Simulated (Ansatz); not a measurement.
For Bi2O3 (P-3m1, No. 164; start mp-1017552; another space group than a measured phase of this formula), LDA (PAW; Ansatz, an electronic-structure program) gives:

```
Quantity                      Value
-------------------  --------------
lattice parameter a         3.818 Å
lattice parameter c         5.844 Å
formation enthalpy   -1.404 eV/atom
```

Question: What does PBEsol (Ansatz, PAW) give for the same quantities?

Answer: 
- lattice constant a: 3.847 Å (increases by 0.8 %)
- lattice parameter c: 5.912 Å (rises by 1.2 %)
- formation enthalpy: -1.191 eV/atom (moves by +0.213 eV/atom)

Changes are worked out from the printed values.

Unless a cell is named, each level is at its own relaxed cell (LDA 14.75, PBEsol 15.15 Å³/atom).

Levels without +SOC leave out spin–orbit coupling, which shifts energies and cells of such heavy elements.

Caveats: the relaxation could not lower the start's symmetry, so the cell can be a saddle point above a distorted one (LDA, PBEsol). Ansatz's density-functional and Hartree–Fock values are scalar-relativistic unless marked +SOC, with PAW data made under PBE.

A start named mp-… is a Materials Project structure, which can be a computed phase never made.
